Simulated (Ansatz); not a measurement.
The starting structures come from a database of crystals and need not be the phases stable at ambient conditions.

 Where the default PAW files enter, the runs use the earlier of Ansatz's two default sets.

```yaml
crystal:
  lattice:
    - [4.25374, 0.00000, 0.00000]
    - [0.00000, 8.51186, 0.00000]
    - [-0.00454, 0.00000, 6.01583]
  atoms:
    - { symbol: Cu, position: [0.54233, 0.37360, 0.26698] }
    - { symbol: Cu, position: [0.04233, 0.62640, 0.76698] }
    - { symbol: Cu, position: [0.53041, 0.87608, 0.26958] }
    - { symbol: Cu, position: [0.03041, 0.12392, 0.76958] }
    - { symbol: I, position: [0.04140, 0.37517, 0.01707] }
    - { symbol: I, position: [0.54140, 0.62483, 0.51707] }
    - { symbol: I, position: [0.03166, 0.87474, 0.01928] }
    - { symbol: I, position: [0.53166, 0.12526, 0.51928] }
```

Space group of this cell: Pc. The cell is taken as given; by LDA its mean pressure is -3.6 GPa.

Transport runs along the normal of the first two printed cell vectors.

No gap correction and no spin-orbit coupling; mid-gap values are interpolated between computed energies.

### Question
Compute, with LDA (Ansatz, an electronic-structure program), the band gap and the smallest decay constant κ at mid-gap.

### Answer
Gap 1.00 eV on a 8×4×6 mesh; κ = 0.099 1/Å, at the zone centre.
